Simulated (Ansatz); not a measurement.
The starting structures come from a database of crystals and need not be the phases stable at ambient conditions.

 Where the default PAW files enter, the runs use the earlier of Ansatz's two default sets.

Inside the gap of an insulator the Bloch states are evanescent, with a wavenumber k + iκ along the transport direction.

Consider the following.

```xyz
6
Lattice="6.3544 0.0000 0.0000 0.0000 11.6469 0.0000 3.1772 0.0000 1.8343" Properties=species:S:1:pos:R:3 pbc="T T T"
Sn     4.2362     7.2803     0.0000
Sn     2.1181     1.4568     0.0000
S      2.1181     8.7578     0.0000
S      4.2362     2.9343     0.0000
S      0.0000    -0.0235     0.0000
S      0.0000     5.7999     0.0000
```

Space group of this cell: P6_3mc. The cell was relaxed by PBE-D3(BJ); by PBEsol its mean pressure is -0.7 GPa.

Transport runs along the normal of the first two printed cell vectors, the (110) plane of the conventional cell.

No gap correction and no spin-orbit coupling; mid-gap values are interpolated between computed energies.

Task: Estimate the band gap and the smallest decay constant κ at mid-gap that PBEsol in Ansatz (a program for electronic structure) returns for this system.

Result: Gap 0.97 eV on a 16×4×16 mesh; κ = 0.150 1/Å, at the zone centre.
